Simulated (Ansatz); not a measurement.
Take ZrO$_{2}$ in the fluorite structure (space group Fm-3m, No. 225) as the base.

```
ZrO2
1.0
    0.00000     2.54466     2.54466
    2.54466     0.00000     2.54466
    2.54466     2.54466     0.00000
Zr O
1 2
Cartesian
  0.00000   0.00000   0.00000
  1.27233   1.27233   1.27233
  3.81699   3.81699   3.81699
```

Method: plane-wave PAW DFT at the r2SCAN level (Ansatz, a first-principles code, 500 eV), no spin-orbit coupling.

One change was made to it. Results:

```csv
quantity,base,after
volume per atom,10.98 Å³,9.98 Å³
"electron mass (degenerate bands, along [100])","0.53, 2.1 mₑ (at Γ)","0.46, 1.9 mₑ (at Γ)"
"valley order (the lowest conduction-band minima on the path, energy above the VBM, named in the base's zone)","Γ 3.89 eV; X along ⟨100⟩ 4.29 eV; a point along ⟨110⟩, about 0.8 Å⁻¹ from Γ 4.29 eV; L along ⟨111⟩ 4.50 eV","Γ 4.18 eV; a point along ⟨110⟩, about 0.9 Å⁻¹ from Γ 4.64 eV; X along ⟨100⟩ 4.67 eV; L along ⟨111⟩ 4.90 eV"
smallest direct gap,4.29 eV,4.67 eV
```

Problem. What was done to the base?
A) pressure 30 GPa
B) pressure −1 GPa
C) pressure 15 GPa

Solution. A, pressure 30 GPa. For comparison, the valley order in the other runs: pressure 15 GPa gives Γ 4.05 eV; a point along ⟨110⟩, about 0.9 Å⁻¹ from Γ 4.48 eV; X along ⟨100⟩ 4.50 eV; L along ⟨111⟩ 4.72 eV; pressure −1 GPa gives Γ 3.87 eV; X along ⟨100⟩ 4.27 eV; a point along ⟨110⟩, about 0.8 Å⁻¹ from Γ 4.28 eV; L along ⟨111⟩ 4.48 eV.

Load acts through the strain it causes; cell and atoms are relaxed under it. Masses are band curvatures over ±0.01 Å⁻¹ around the edge. Whether these cells are dynamically stable was not tested. Competing high-pressure phases were not computed. This is not the structure that ZrO2 has at room temperature and ambient pressure.
